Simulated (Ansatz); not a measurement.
Crystal: CaO (Fm-3m, rock salt, 2 atoms a cell, 13.9 Å³ an atom); planes in its conventional cell.

All values below come from r2SCAN (plane waves, PAW; Ansatz, a quantum-chemistry and plane-wave program).

No gap correction and no spin-orbit coupling; mid-gap values are interpolated between computed energies.

```json
[
 {"plane": "(110)", "area of the cell (Å²)": "16.3", "mid-gap κ (1/Å)": "0.36", "largest κ in the gap (1/Å)": "0.37"},
 {"plane": "(001)", "area of the cell (Å²)": "11.6", "mid-gap κ (1/Å)": "[?]", "largest κ in the gap (1/Å)": "[?]"},
 {"plane": "(111)", "area of the cell (Å²)": "10.0", "mid-gap κ (1/Å)": "[?]", "largest κ in the gap (1/Å)": "[?]"}
]
```

Problem. The slowest decay depends on the direction. Supply the withheld values.

Solution. 
- (001), mid-gap κ (1/Å): 0.32
- (001), largest κ in the gap (1/Å): 0.33
- (111), mid-gap κ (1/Å): 0.39
- (111), largest κ in the gap (1/Å): 0.39
